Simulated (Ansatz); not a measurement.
Worked example: self-consistent single point of TiTc (P4mm, 2 atoms in the cell) in Ansatz (an electronic-structure program)

Method of the run: PBEsol, default PAW files made with PBE (plane waves; Ansatz).

Input as run:

Ansatz 0.2 input:
```yaml
crystal:
  lattice:
    - [3.103753, 0.000000, 0.000000]
    - [0.000000, 3.103753, 0.000000]
    - [0.000000, 0.000000, 3.103753]
  atoms:
    - { symbol: Ti, position: [0.500000, 0.500000, 0.516110] }
    - { symbol: Tc, position: [0.000000, 0.000000, 0.000000] }
basis:
  ecutwfc: 500.0
kpoints:
  mp_grid: { grid: [11, 11, 11] }
hamiltonian:
  xc: pbesol
  pseudopotentials: { kind: paw }
scf:
  occupations: { method: fermi_dirac, width: 0.1 }
output:
  forces: true
  eigenvalues: true
  stress: true
```

The program printed (abridged):

```
WARN ansatz: RAYON_NUM_THREADS=1 ignored (pool sized by the plan → 1); use --threads N
Pseudopotentials: kind: paw
Pseudopotential: Ti, paw, valence charge 12
Pseudopotential: Tc, paw, valence charge 15
Crystal: 2 atoms, lattice volume = 29.899 Å³
Basis set: ecut = 500 eV, 751 PW (Γ), exchange–correlation on 48×48×48 points (8 copies of the dense FFT grid, shifted against one another)
Bands: 18, of which v1, the nominal top of the filled ones, is band 14 counted from 1 (13 counted from 0)
Symmetry: 8 space group operations
Space group: P4mm (ITA 99), of the structure as read, at distance tolerance 3.1e-5 Å
k-points: 126 of 1331 (time reversal used)
PAW frozen core: Ti, regenerated for the run's functional, and the local potential with it
PAW frozen core: Tc, regenerated for the run's functional, and the local potential with it
Initial density: superposition of atomic densities (chi_scale 0.1, normalization cell, long waves kept (reshape's long-wave potential 0.00 eV rms))
Initial wavefunctions: pseudopotential atomic-orbital guess
Eigensolver: davidson
Functional: x = pbesol(κ = 0.804, μ = 0.12345679012345678), c = pbesol(β = 0.046)
SCF iter   1: F=—  HF=-7812.934826 eV  |F-HF|=—  |Δ(HF+E_count)|=         —  Δρ=6.56e-2  dr2=1.12e0  ethr=3.10e-3  ⟨swp⟩=4.9  Hψ=9223  notcnv=0
all-band conjugate gradients solve this SCF's bands
preconditioner: auto → none
SCF iter   2: F=—  HF=-7812.643253 eV  |F-HF|=—  |Δ(HF+E_count)|=   2.92e-1  Δρ=3.35e-2  dr2=2.77e-1  ethr=3.10e-3  ⟨swp⟩=2.6  Hψ=4168  notcnv=0
SCF iter   3: F=—  HF=-7812.557157 eV  |F-HF|=—  |Δ(HF+E_count)|=   8.61e-2  Δρ=3.04e-3  dr2=1.61e-3  ethr=1.02e-3  ⟨swp⟩=3.0  Hψ=4547  notcnv=0
SCF iter   4: F=—  HF=-7812.557526 eV  |F-HF|=—  |Δ(HF+E_count)|=   3.69e-4  Δρ=7.92e-4  dr2=3.04e-4  ethr=5.96e-6  ⟨swp⟩=2.0  Hψ=3459  notcnv=0
SCF iter   5: F=—  HF=-7812.557442 eV  |F-HF|=—  |Δ(HF+E_count)|=   8.44e-5  Δρ=2.54e-4  dr2=2.77e-5  ethr=1.13e-6  ⟨swp⟩=2.1  Hψ=3635  notcnv=0
SCF iter   6: F=—  HF=-7812.557427 eV  |F-HF|=—  |Δ(HF+E_count)|=   1.47e-5  Δρ=4.83e-5  dr2=7.66e-7  ethr=1.02e-7  ⟨swp⟩=2.0  Hψ=3004  notcnv=0
SCF iter   7: F=-7812.557427 eV  HF=-7812.557427 eV  |F-HF|=1.30e-8  |Δ(HF+E_count)|=   1.21e-7  Δρ=9.87e-6  dr2=2.53e-8  ethr=3.70e-10  ⟨swp⟩=5.2  Hψ=9713  notcnv=0
SCF 1 converged in 7 iterations: F = -7812.557427 eV  dr2 = 2.53e-8
SCF converged after 7 iterations
Free energy (F): -7812.557427 eV
Harris-Foulkes:  -7812.557427 eV  (|F-HF|=1.30e-8)
Internal energy: -7812.493770 eV  (E = F + TS)
E sigma→0 (E₀):  -7812.525598 eV
Entropy (-TS):   -0.063657 eV (-31.829 meV/atom)
Fermi energy:    18.035833 eV
--- Per-component energies (eV) ---
  E_band       = -202.148287
  E_kinetic    = 897.974814
  E_local      = -1976.367262  (includes V_loc(G=0)·N_el)
  E_nonlocal   = 296.472556
  E_hartree    = 644.201303
  E_xc         = -335.502757
  E_vxc        = -416.771691  (∫ρ·V_xc dr)
  E_paw        = -4241.742277  (= ΣΔE_a)
  E_vpaw       = -291.857585  (= ΣTr[D̂ρ^β])
  E_aug_tail   = 0.000082  (compensation charges beyond the density's cutoff)
  E_ewald      = -3097.896457
  E_core_change = 0.366229  (= ΣΔE_core)
  E_smearing   = -0.063657  (= −TS)
  E_closure    = -0.000000  (closes the sum)
  Σ components = -7812.557427   (vs F -7812.557427, Δ=0.00e0)
--- Forces (eV/Å), atoms counted from 1 ---
  atom   1  Ti     0.00000000     0.00000000    -0.37920194
  atom   2  Tc     0.00000000     0.00000000     0.37914138
  max |Σ_I F_I| component: 6.06e-5 eV/Å
--- Stress (GPa, compression-positive) ---
       -6.631820       0.000000       0.000000
        0.000000      -6.631820       0.000000
        0.000000       0.000000      -6.815260
  P = ⅓ Tr σ = -6.6930 GPa (-66.930 kbar)
  The stress holds the Pulay correction. Without it, at fixed plane waves, as pw.x and ABINIT print it: P = -6.7207 GPa
--- Band table (eV; the first three rows and the last of 126) ---
  k-point 0: bands = ["-47.9460", "-37.9819", "-19.9724", "-19.9724", "-19.9718", "-14.2391", "-14.2377", "-14.2377", "11.5884", "14.0369", "14.0490", "17.7828", "17.7984", "17.7984", "20.5658", "20.5949", "22.2976", "22.2976"]
  k-point 1: bands = ["-47.9446", "-37.9808", "-19.9861", "-19.9696", "-19.9696", "-14.2588", "-14.2391", "-14.2391", "11.7593", "14.1225", "14.1784", "17.7711", "17.7711", "17.8460", "20.4224", "20.6267", "21.9567", "21.9567"]
  k-point 2: bands = ["-47.9409", "-37.9781", "-20.0242", "-19.9621", "-19.9621", "-14.3114", "-14.2427", "-14.2427", "12.2481", "14.3737", "14.5340", "17.7057", "17.7057", "18.0300", "19.9438", "20.7939", "21.2165", "21.2165"]
  k-point 125: bands = ["-47.8989", "-37.9280", "-20.1180", "-20.1157", "-20.1148", "-14.4393", "-14.4376", "-14.4334", "15.5273", "15.6325", "15.6334", "17.4104", "17.4243", "17.4336", "20.2863", "20.2865", "21.6326", "21.6335"]
```

The run converged in 7 iterations.

The starting cell comes from a database of computed structures (which also holds hypothetical and non-ambient phases and stackings), without a prior relaxation at this level. Its lattice was rescaled by up to half a per cent. One atom was moved a little off its site on purpose. Spin polarisation is off. With a pressure of about -7 GPa the cell is away from its equilibrium volume at this level. Ansatz's pressure includes its estimate of the finite-basis (Pulay) stress.
